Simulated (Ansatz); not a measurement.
Results of r²SCAN (plane waves, PAW; Ansatz, a first-principles code) for InP (model structure, started from the BeO type, P4₂/mnm, No. 136, 8 atoms in the cell).

Run with plane-wave cutoff 560 eV, 6×6×8 k mesh (along the axes of the cell as run), Fermi–Dirac smearing 0.01 eV, scalar-relativistic PAW data made under PBE.

Cell (relaxed with PBEsol):

InP is taken in the tetragonal space group P4₂/mnm (No. 136), Pearson symbol tP8. Cell: a = 7.1748 Å, b = 7.1748 Å, c = 4.1622 Å, α = 90.00°, β = 90.00°, γ = 90.00°. In on 4g is surrounded by 4 P at 2.526–2.575 Å. P on 4f has 4 In at 2.526–2.575 Å. (Neighbours: up to the widest gap in distance over summed covalent radii, below 1.35, at either atom; cation-cation and far metal-metal contacts left out.)

### Question
Predict the band gap.

### Answer

- band gap = 1.26 eV

Note: the relaxation could raise the start's symmetry but not lower it, so the cell can be a saddle point; cell and atoms aren't relaxed at this level (pressure 0.9 GPa).

Spin–orbit coupling is not included.

Computed values are for the static lattice.

It cost roughly 60 core-seconds of CPU time.

A model structure was made by putting elements into a prototype or built by hand; it is no filed structure, need not be a known phase, and can be a saddle point held by its symmetry.
